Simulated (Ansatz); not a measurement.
Several settings converged on the (110) slab of TiAl (cut from a parent of space group no. 221; 10 atoms in the cell)

```yaml
crystal:
  lattice:
    - [3.16316, 0.00000, 0.00000]
    - [0.00000, 4.47339, 0.00000]
    - [0.00000, 0.00000, 22.94682]
  atoms:
    - { symbol: Ti, position: [0.00000, 0.00000, 0.30505] }
    - { symbol: Al, position: [0.50000, 0.50000, 0.30505] }
    - { symbol: Ti, position: [0.00000, 0.50000, 0.40253] }
    - { symbol: Al, position: [0.50000, 0.00000, 0.40253] }
    - { symbol: Ti, position: [0.00000, 0.00000, 0.50000] }
    - { symbol: Al, position: [0.50000, 0.50000, 0.50000] }
    - { symbol: Ti, position: [0.00000, 0.50000, 0.59747] }
    - { symbol: Al, position: [0.50000, 0.00000, 0.59747] }
    - { symbol: Ti, position: [0.00000, 0.00000, 0.69495] }
    - { symbol: Al, position: [0.50000, 0.50000, 0.69495] }
```

Base method: PBEsol, default PAW files made with PBE (plane waves; Ansatz, a program for electronic structure).

Base settings: basis.ecutwfc = 420 eV; kpoints.mp_grid.grid = 7 5 1; hamiltonian.xc = pbesol; hamiltonian.pseudopotentials = {kind: paw} (the program's default PAW files); scf.occupations.method = gaussian; scf.occupations.width = 0.1 eV.

The count of work is k-points × plane waves × bands × iterations; it is no time. Core times come from one kind of shared machine, to one figure; runs under 30 s give none.

**The k-point mesh**

Only quantities that move along the ladder and can be compared are tabulated.

| kpoints.mp_grid.grid | free energy less the last step's (meV/atom) | largest difference of a force vector from the last step's (eV/Å) | count of work / last | core time / last (rough) |
|---|---|---|---|---|
| 2 2 1 | -99.12 | 0.725 | 0.036 | – |
| 3 2 1 | -3.08 | 0.138 | 0.032 | – |
| 4 3 1 | 1.52 | 0.131 | 0.054 | – |
| 5 4 1 | -1.72 | 0.085 | 0.056 | – |
| 6 4 1 | -1.15 | 0.047 | 0.086 | – |
| 7 5 1 | -0.28 | 0.004 | 0.086 | – |
| 8 6 1 | 0.48 | 0.010 | 0.14 | – |
| 9 6 1 | 0.42 | 0.010 | 0.14 | – |
| 10 7 1 | -0.07 | 0.006 | 0.17 | – |
| 12 9 1 | -0.08 | 0.004 | 0.25 | 0.3 |
| 14 10 1 | -0.03 | 0.003 | 0.34 | 0.3 |
| 17 12 1 | 0.05 | 0.001 | 0.45 | 0.5 |
| 19 14 1 | 0.01 | 0.000 | 0.57 | 0.6 |
| 23 16 1 | -0.01 | 0.000 | 0.77 | 0.7 |
| 27 19 1 | 0.00 | 0.000 | 1.0 | 1 |

Coarsest kpoints.mp_grid.grid that holds the forces within 0.02 eV/Å of the last step, with all finer ones: 7 5 1, at 0.086 of the last step's count of work; the step before is off by 0.047 eV/Å.

Coarsest kpoints.mp_grid.grid that holds the free energy within 5 meV/atom of the last step, with all finer ones: 3 2 1, at 0.032 of the last step's count of work; the step before is off by 99 meV/atom.

**The depth of the slab**

On the (110) slab of TiAl (cut from a parent of space group no. 221; 2 atoms in the cell), and deeper slabs.

Surface energy = (E_slab − N e_bulk)/2A, with e_bulk from the bulk crystal on its finest mesh (286 k-points); errors per atom of slab and bulk, whose meshes differ, grow with N.

The mesh stays at the base's, so the ladder's end is converged at best in this setting alone.

Only quantities that move along the ladder and can be compared are tabulated.

```csv
atoms,unrelaxed surface energy (J/m²),count of work / last
2,1.900,0.029
4,1.834,0.054
6,1.828,0.094
8,1.799,0.14
10,1.788,0.19
12,1.782,0.28
14,1.779,0.32
18,1.774,0.54
20,1.771,0.64
26,1.765,1.0
```

Smallest size that holds the unrelaxed surface energy within 0.1 J/m² of the last step, with all finer ones: 4, at 0.054 of the last step's count of work; the step before is off by 0.14 J/m².

On the base run: the starting cell comes from a database of computed structures (which also holds hypothetical and non-ambient phases and stackings), without a prior relaxation at this level. The slab is cut from that crystal, and its faces are unrelaxed. Its lattice was rescaled by up to half a per cent. Spin polarisation is off.

Keys are those of Ansatz 0.2.
